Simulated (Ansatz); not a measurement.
Structures of equal composition on the (0001) surface of 4H silicon carbide (Si plane on top): (√3x√3)R30° Sb adatom at H3; (√3x√3)R30° Sb adatom at T4. The slabs share one bottom face, and each structure is named by its start. These are constructed structures in small cells; real faces may alloy, dewet or reconstruct in larger ones, and not all known structures of the face are among them. Slabs of about 10 Å with all that they carry, Fermi-Dirac smearing of 0.025 eV. Bottom of the slabs: H caps. Relaxed from the named starts with such symmetry as they have, on meshes of like density; energies extrapolated to zero smearing; no spin-orbit coupling, no U. Spin-polarised runs, if any, are marked in brackets, and their order is one that fits the cell; the others ran without spin. Where a second, spin-polarised start was run, the lower counts.

Host crystal: 4H silicon carbide, with a band gap (PBE, scalar-relativistic without spin-orbit coupling).

These are HSE06, at the PBE geometry (plane waves to 420 eV, PAW; Ansatz, a quantum-chemistry and plane-wave program) values and carry that method's errors.

Put the candidates in order of energy per 1x1 cell, lowest first, for HSE06, at the PBE geometry.

(√3x√3)R30° Sb adatom at T4 (0.000 eV), (√3x√3)R30° Sb adatom at H3 (0.119 eV)
